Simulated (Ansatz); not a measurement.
**AlB2-type HfB2**

Level of theory: r²SCAN (Ansatz, an electronic-structure program, PAW).

Settings: plane-wave cutoff 500 eV, 18×18×12 k mesh (along the axes of the cell as run), Fermi–Dirac smearing 0.05 eV, scalar-relativistic PAW data made under PBE.

Cell (relaxed at this level):

HfB₂ is taken in the hexagonal space group P6/mmm (No. 191), Pearson symbol hP3. Cell: a = b = 3.1362 Å, c = 3.4800 Å, α = β = 90.00°, γ = 120.00°. Hf on 1a has 12 B at 2.511 Å. B on 2d sees 3 B at 1.811 Å and 6 Hf at 2.511 Å. (Neighbours: up to the widest gap in distance over summed covalent radii, below 1.35, at either atom; cation-cation and far metal-metal contacts left out.)

```
Item                               Result
---------------------------  ------------
equilibrium volume per atom  9.88 Å³/atom
lattice constant a                3.136 Å
lattice parameter c               3.480 Å
```

Measured, for comparison: equilibrium volume per atom 9.91 Å³/atom (room temperature, no zero-point or thermal correction; as tabulated in Burrage et al. (2022), doi:10.3390/ma15082762); lattice constant a 3.14 Å, lattice parameter c 3.48 Å (temperature not stated, copied from a table, unchecked, no zero-point or thermal correction; as tabulated in Journal of Nuclear Materials 21, 14 (1967)). Computed (rounded) less measured: equilibrium volume per atom -0.3 %, lattice constant a not scored (unchecked), lattice parameter c not scored (unchecked). A static lattice is as a rule a little smaller and stiffer than an uncorrected measurement, which narrows the difference in the equilibrium volume per atom and would widen misses of the other sign.

Spin–orbit coupling is not included.

Static lattice: no zero-point or thermal effects.

Cost on a shared machine: about 50 core-seconds (a rough figure).
